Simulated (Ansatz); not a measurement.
SnO2: biaxial strain −2.02 %, plane normal [001], relaxed out of plane

Consider SnO$_{2}$ in the rutile structure (space group P4_2/mnm, No. 136; a = 4.760 Å, c = 3.201 Å). Axes: x, y, z lie along a, b, c of the conventional cell.

It is then changed as follows: biaxial strain −2.02 %, plane normal [001], relaxed out of plane (Cartesian); in-plane vectors clamped, the third vector and the atoms free.

All numbers come from r2SCAN in Ansatz (plane waves to 500 eV, PAW, without spin-orbit coupling). Settings: 7×7×10 k-points, 0.05 eV Fermi–Dirac smearing.

```csv
quantity,base,changed,shift
volume per atom,12.09 Å³,11.78 Å³,-0.31 Å³
space group,P4_2/mnm (No. 136),P4_2/mnm (No. 136),–
shortest interatomic distance,2.059 Å,2.020 Å,-0.039 Å
"pressure (mean of the normal stresses, compression positive)",0.00 GPa,4.64 GPa,+4.64 GPa
band gap,1.77 eV,1.98 eV,+0.21 eV
gap character,direct at Γ,direct at Γ,–
width of the top valence band,1.26 eV,1.28 eV,+0.02 eV
electron mass,"0.19 mₑ along c, 0.22 mₑ across (at Γ)","0.20 mₑ out of plane, 0.23 mₑ in plane (at Γ)",–
hole mass,"1.7 mₑ along c, 1.3 mₑ across (at Γ)","1.5 mₑ out of plane, 1.3 mₑ in plane (at Γ)",–
"valence-band top at Γ (three highest levels, from the VBM)","0.00, -0.77, -0.77 eV","0.00, -0.74, -0.74 eV",–
out-of-plane strain,–,+1.52 %,–
ratio −ε⊥/ε∥,–,0.75,–
mean in-plane stress (compression positive),–,+7.0 GPa,–
```

Final structure (turned so that z lies along the plane normal):

```yaml
crystal:
  lattice:
    - [4.66376, 0.00000, 0.00000]
    - [0.00000, 4.66376, 0.00000]
    - [0.00000, 0.00000, 3.24942]
  atoms:
    - { symbol: Sn, position: [0.00000, 0.00000, 0.00000] }
    - { symbol: Sn, position: [0.50000, 0.50000, 0.50000] }
    - { symbol: O, position: [0.30631, 0.30631, 0.00000] }
    - { symbol: O, position: [0.80631, 0.19369, 0.50000] }
    - { symbol: O, position: [0.19369, 0.80631, 0.50000] }
    - { symbol: O, position: [0.69369, 0.69369, 0.00000] }
```

Masses are band curvatures over ±0.01 Å⁻¹ around the edge. Stability against distortions was not tested.

Ansatz is a program for electronic structure.
